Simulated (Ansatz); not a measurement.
Consider Se (space group P3_121, No. 152; made of chains).

```
Se
1.0
    4.50569     0.00000     0.00000
   -2.25284     3.90204     0.00000
    0.00000     0.00000     4.99129
Se
3
Direct
  0.21709   0.00000   0.83333
  0.00000   0.21709   0.16667
  0.78291   0.78291   0.50000
```

Level of theory: DFT with r2SCAN, PAW potentials and a 500 eV plane-wave cutoff in Ansatz (a quantum-chemistry and plane-wave program), no spin-orbit coupling.

One change was made to it. Results:

```csv
quantity,base,after
density,4.48 g/cm³,5.96 g/cm³
band gap,1.33 eV,0.41 eV
electron mass,"0.18 mₑ along c, 0.43 mₑ across (at H)","0.083 mₑ along c, 0.073 mₑ across (at H)"
c/a ratio,1.108,1.323
```

**Question.** Name the change that was made.
A. pressure 0.7 GPa
B. pressure 1.5 GPa
C. pressure 7.5 GPa

**Answer.** C, pressure 7.5 GPa. For comparison, the band gap in the other runs: pressure 1.5 GPa gives 1.02 eV; pressure 0.7 GPa gives 1.16 eV.

Load acts through the strain it causes; cell and atoms are relaxed under it. Effective masses come from finite differences of ±0.01 Å⁻¹. Stability against distortions was not tested. No other phases were tried under pressure. No dispersion term is included, though the crystal is made of layers, chains or molecules, so its spacings can come out too wide.
